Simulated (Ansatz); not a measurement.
Ansatz (a quantum-chemistry and plane-wave program) run on YCo₃B₂ (P1, 6 atoms in the cell): self-consistent single point.

Level of theory: LDA (PW92), PAW files made with PBE (plane waves; Ansatz).

The change in words: atoms moved at random. Reference geometry:
```
CELL_PARAMETERS angstrom
      5.03287     0.00000     0.00000
     -2.51643     4.35859     0.00000
      0.00000     0.00000     2.92939
ATOMIC_POSITIONS crystal
  Y  0.00000 0.00000 0.00000
  Co 0.50000 0.00000 0.50000
  Co 0.50000 0.50000 0.50000
  Co 0.00000 0.50000 0.50000
  B  0.33333 0.66667 0.00000
  B  0.66667 0.33333 0.00000
```
Moments meant for the start (each program seeds them in its own way; μB, in the order of the atoms Y Co Co Co B B): 0.0 3.0 3.0 3.0 0.0 0.0.

Reference input (self-consistent single point, DFT, LDA (PW92), plane waves, PAW files made with PBE): basis.ecutwfc = 420 eV; kpoints.mp_grid.grid = 6 6 9; hamiltonian.xc = lda; hamiltonian.pseudopotentials = {kind: paw} (the program's default PAW files); magnetization.spin_polarized = true; scf.occupations.method = gaussian; scf.occupations.width = 0.272 eV. This run's input differs from it in these lines:

Ansatz 0.2 input:
```diff
@@ -6,8 +6,8 @@
   atoms:
-    - { symbol: Y, position: [0.00000000, 0.00000000, 0.00000000] }
-    - { symbol: Co, position: [0.50000000, 0.00000000, 0.50000000], spin: 3.0 }
-    - { symbol: Co, position: [0.50000000, 0.50000000, 0.50000000], spin: 3.0 }
-    - { symbol: Co, position: [0.00000000, 0.50000000, 0.50000000], spin: 3.0 }
-    - { symbol: B, position: [0.33333300, 0.66666700, 0.00000000] }
-    - { symbol: B, position: [0.66666700, 0.33333300, 0.00000000] }
+    - { symbol: Y, position: [0.00031200, -0.01670000, 0.00692600] }
+    - { symbol: Co, position: [0.50650300, 0.01708500, 0.50657600], spin: 3.0 }
+    - { symbol: Co, position: [0.50946400, 0.50449600, 0.50374900], spin: 3.0 }
+    - { symbol: Co, position: [-0.00419400, 0.50406400, 0.48804500], spin: 3.0 }
+    - { symbol: B, position: [0.32844800, 0.65573300, 0.00770800] }
+    - { symbol: B, position: [0.65946600, 0.33532200, -0.01300500] }
 basis:
```

Log, with long lists cut:

```
SCF iter   1: F=—  HF=-19244.788790 eV  |F-HF|=—  |Δ(HF+E_count)|=         —  Δρ=3.41e-1 (↑3.41e-1 ↓1.13e-1)  dr2=3.07e1  dr2_m=2.90e1  M=1.637 μB ∫|m|=2.133 μB  β_m=0.30  ethr=3.10e-3  ⟨swp⟩=5.2  Hψ=50717  notcnv=0
Mixer restart at iter 1: flushing history
all-band conjugate gradients solve this SCF's bands
preconditioner: auto → Kerker (q_TF=auto, 2.754 Å⁻¹)
spin=Collinear: Kerker preconditioning applied to the charge; magnetization (m = ρ↑ − ρ↓) channel mixes plain (no charge-response kernel on spin).
   [... lines left out ...]
SCF iter  16: F=—  HF=-19236.843107 eV  |F-HF|=—  |Δ(HF+E_count)|=   1.66e-9  Δρ=1.65e-6 (↑1.40e-6 ↓1.65e-6)  dr2=4.47e-9  dr2_m=2.22e-11  M=-0.000 μB ∫|m|=0.000 μB  β_m=0.90  ethr=3.04e-11  ⟨swp⟩=1.0  Hψ=15428  notcnv=0  defer=1078
SCF iter  17: F=-19236.843107 eV  HF=-19236.843107 eV  |F-HF|=7.61e-9  |Δ(HF+E_count)|=  1.89e-10  Δρ=1.85e-6 (↑1.81e-6 ↓1.85e-6)  dr2=7.88e-9  dr2_m=4.09e-13  M=-0.000 μB ∫|m|=0.000 μB  ethr=6.57e-12  ⟨swp⟩=7.6  Hψ=47326  notcnv=0
SCF 1 converged in 17 iterations: F = -19236.843107 eV  dr2 = 7.88e-9
WARN: the starting moments were not kept: the SCF closed with an absolute magnetisation of 1.8e-6 μB, where they sum to 9 μB in size (3 sites) …
Magnetization: -0.0000 μB (34.0000 up, 34.0000 down)
   [... lines left out ...]
Absolute magnetization: 0.0000 μB (∫|ρ↑−ρ↓|, with the PAW one-centre terms)
Free energy (F): -19236.843107 eV
Fermi energy:    16.276180 eV
   [... lines left out ...]
  atom   6  B      0.31324601    -0.07804312     0.62150944
--- Stress (GPa, compression-positive) ---
      -10.368801      -0.386408       0.239078
       -0.386408     -10.273580      -0.037123
        0.239078      -0.037123      -4.434349
  P = ⅓ Tr σ = -8.3589 GPa (-83.589 kbar)
  The stress holds the Pulay correction. Without it, at fixed plane waves, as pw.x and ABINIT print it: P = -8.4745 GPa
```

The run converged in 17 iterations. Against the reference run the free energy rises by 24.8 meV/atom, the pressure goes from -9.67 to -8.36 GPa and the largest force goes from 0.000 to 1.314 eV/Å.

The starting cell comes from a database of computed structures (which also holds hypothetical and non-ambient phases and stackings), without a prior relaxation at this level. For this run, on top of that: atoms moved at random. The starting moments vanished: the run ended non-magnetic, which need not be the lowest state. The program warned that a starting moment was not kept. With a pressure of about -8 GPa the cell is away from its equilibrium volume at this level. Forces in this geometry exceed 1 eV/Å. Ansatz's pressure includes its estimate of the finite-basis (Pulay) stress.

Cost on one core of a shared machine: roughly 3 min.
